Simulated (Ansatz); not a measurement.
Results of LDA (plane waves, PAW; Ansatz, an electronic-structure program) for ZnO (P4₂/mnm, No. 136, 8 atoms in the cell; start mp-1093993; a measured phase of this formula has another space group).

Run with plane-wave cutoff 520 eV, 6×6×10 k mesh (along the axes of the cell as run), Fermi–Dirac smearing 0.01 eV, scalar-relativistic PAW data made under PBE.

Cell (relaxed at this level):

```xyz
8
Lattice="5.4382 0.0000 0.0000 0.0000 5.4382 0.0000 0.0000 0.0000 3.2049" Properties=species:S:1:pos:R:3 pbc="T T T"
Zn     0.9912     0.9912     1.6025
Zn     4.4471     4.4471     1.6025
Zn     1.7280     3.7103     0.0000
Zn     3.7103     1.7280     0.0000
O      4.4476     0.9906     1.6025
O      0.9906     4.4476     1.6025
O      1.7285     1.7285     0.0000
O      3.7098     3.7098     0.0000
```

**Question.** What does this level give for the band gap?

**Answer.** 
- band gap = 0.78 eV (direct)

Cost on a shared machine: roughly 22 core-seconds.

A start named mp-… is a Materials Project structure, which need not be a measured phase.
